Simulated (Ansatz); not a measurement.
Base system: TaS2 in the CdI2 type structure (space group P-3m1, No. 164; layered, stacked along the Cartesian z axis; relaxed with 0.1 eV smearing).

```
CELL_PARAMETERS angstrom
      3.33184     0.00000     0.00000
     -1.66592     2.88546     0.00000
      0.00000     0.00000     5.78522
ATOMIC_POSITIONS crystal
  Ta 0.00000 0.00000 0.00000
  S  0.33333 0.66667 0.26670
  S  0.66667 0.33333 0.73330
```

Cartesian axes are those of the cell as printed.

All numbers come from PBE-D3(BJ), PAW, 420 eV (Ansatz, a program for electronic structure; spin-orbit coupling left out), earlier PAW set.

Base values:

```
Quantity                            Value
-----------------------------  ----------
Shortest interatomic distance  4.660 bohr
Pressure                          0.0 GPa
```

Modification: tensile biaxial strain of 1.98 % in the plane normal to [001], as in epitaxy on a mismatched substrate; the out-of-plane cell vector and the atoms relax.

Q: Estimate the effect on the shortest interatomic distance and pressure.

A: The shortest interatomic distance goes up by 0.022 bohr (4.660 bohr → 4.682 bohr); the pressure (mean of the normal stresses, compression positive) goes from zero to -2.5 GPa.

Stability against distortions was not tested. The final runs are not spin-polarised. An odd electron count without spin: TaS2.
